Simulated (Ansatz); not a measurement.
## Point defect V_C in metastable 2H silicon carbide

Level of theory: PBE, PAW (plane waves to 420 eV; Ansatz, an electronic-structure program). The supercell holds 96 host sites (3×2×2 repeats of the unit cell), with a 2×2×2 shifted k-point sampling for the final energies. Site at the start: the C site. Charged cells carry a point-charge image correction with potential alignment at far atoms. Dielectric constants: PBE linear response of the host. Host gap at this level: 2.31 eV. A cell of this size leaves errors of a few tenths of an eV. The semilocal functional narrows the gap, so deep levels can fall outside it. Spin–orbit coupling is left out. Each state is the lowest found from its start.

Formation energies E_f are given with the Fermi level at the valence-band maximum. Chemical conditions: C-rich (Δμ(C) = 0.00 eV; only phases computed here count, gases as isolated molecules at 0 K); Si-rich (Δμ(C) = -0.40 eV; only phases computed here count, gases as isolated molecules at 0 K). Reference phases: C: graphite.

```tsv
charge	moment (μB)	largest move off a lattice site (Å)	image correction with alignment (eV)	E_f, C-rich (eV)	E_f, Si-rich (eV)
+2	not spin-polarised	0.19	0.47	2.23	1.83
+1	1.0	0.11	0.07	3.27	2.87
0†	not spin-polarised	0.22	0.00	4.41	4.01
−1	1.0	0.30	0.26	6.44	6.04
−2†	not spin-polarised	0.66	0.89	–	–
```

† Not settled in this cell, so no level is given: charge 0: no spin-polarised start tried; charge −2: no spin-polarised start tried.

Transition levels above the valence-band maximum: ε(+2/+1) = 1.04 eV. With a charge missing or unsettled, these needn't be thermodynamic levels.

Flagged in the runs: a host whose relaxation on this sampling wasn't shown to rest, a strain field that reaches the edge of the cell.

All states together cost about 2.3 core-hours (a rough figure).
